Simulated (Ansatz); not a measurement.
The reference is SrO in the rock salt structure (space group Fm-3m, No. 225; a = 5.1224 Å). Axes: x, y, z lie along the cube axes.

Structures relaxed with PBEsol (Ansatz, an electronic-structure program; PAW; 420 eV plane waves; no spin-orbit coupling).

Base:

Simulated powder pattern, Cu Kα1, λ = 1.54056 Å (kinematic, ideal powder, no thermal factors, no anomalous dispersion; the 8 strongest lines at most, above 2 %, up to 2θ = 90°):

| 2θ (°) | I/Imax (%) | hkl |
|---|---|---|
| 30.19 | 90 | (111) |
| 35.01 | 100 | (200) |
| 50.34 | 67 | (220) |
| 59.83 | 42 | (311) |
| 62.79 | 22 | (222) |
| 73.95 | 10.0 | (400) |
| 81.91 | 18 | (331) |
| 84.52 | 28 | (420) |

One thing is altered: biaxial strain −3.00 %, plane normal [001], relaxed out of plane (Cartesian); in-plane vectors clamped, the third vector and the atoms free.

Task: How do the reflections move or split?

Result: 
Simulated powder pattern, Cu Kα1, λ = 1.54056 Å (kinematic, ideal powder, no thermal factors, no anomalous dispersion; the 8 strongest lines at most, above 2 %, up to 2θ = 90°):

```json
[
 {"2θ (°)": "30.67", "I/Imax (%)": "100", "hkl": "(111)"},
 {"2θ (°)": "34.40", "I/Imax (%)": "40", "hkl": "(002)"},
 {"2θ (°)": "36.12", "I/Imax (%)": "70", "hkl": "(200)"},
 {"2θ (°)": "50.74", "I/Imax (%)": "50", "hkl": "(202)"},
 {"2θ (°)": "52.01", "I/Imax (%)": "23", "hkl": "(220)"},
 {"2θ (°)": "59.31", "I/Imax (%)": "16", "hkl": "(113)"},
 {"2θ (°)": "61.60", "I/Imax (%)": "30", "hkl": "(311)"},
 {"2θ (°)": "63.86", "I/Imax (%)": "24", "hkl": "(222)"}
]
```

The indices refer to the base's conventional cell; one index is shown for lines that coincide. The space group is now I4/mmm (No. 139).

Whether these cells are dynamically stable was not tested.
